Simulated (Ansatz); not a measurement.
# Hypothetical P6_3/mmc PbS: pressure series

Start from PbS (space group P6_3/mmc, No. 194; a hypothetical phase, not in the database extracts checked).

```
PbS
1.0
    4.95109     0.00000     0.00000
   -2.47554     4.28777     0.00000
    0.00000     0.00000     5.91611
Pb S
2 2
Direct
  0.66667   0.33333   0.25000
  0.33333   0.66667   0.75000
  0.66667   0.33333   0.75000
  0.33333   0.66667   0.25000
```

Cell and atoms are relaxed at each pressure.

The values are results of PBEsol (Ansatz, a program for electronic structure), no spin-orbit coupling, not measurements.

| pressure (GPa) | volume per atom (Å³/atom) |
|---|---|
| -2 | 32.952 |
| -1 | 32.119 |
| 0 | 31.398 |
| 3 | 29.631 |
| 7 | 27.878 |
| 15 | 25.436 |
| 30 | ? |
| 50 | 20.086 |
| 75 | 18.059 |

Problem. Fit the third-order Birch–Murnaghan form P(V) = (3B₀/2)[(V₀/V)^(7/3) − (V₀/V)^(5/3)]·[1 + (3/4)(B₀′ − 4)((V₀/V)^(2/3) − 1)] (squares taken in P) to the rows shown and predict the withheld row.

Solution. Least squares on the printed values gives V₀ = 31.385 Å³/atom, B₀ = 48.3 GPa, B₀′ = 3.8; this predicts 22.508 Å³/atom, and the run gives 22.548 Å³/atom, 0.040 higher.

The mesh was chosen for an insulator and is coarse for the gapless case. Load acts through the strain it causes; cell and atoms are relaxed under it. Whether these cells are dynamically stable was not tested. Competing high-pressure phases were not computed. The base started in P6_3mc and relaxed to P6_3/mmc at this level. The final runs are not spin-polarised.
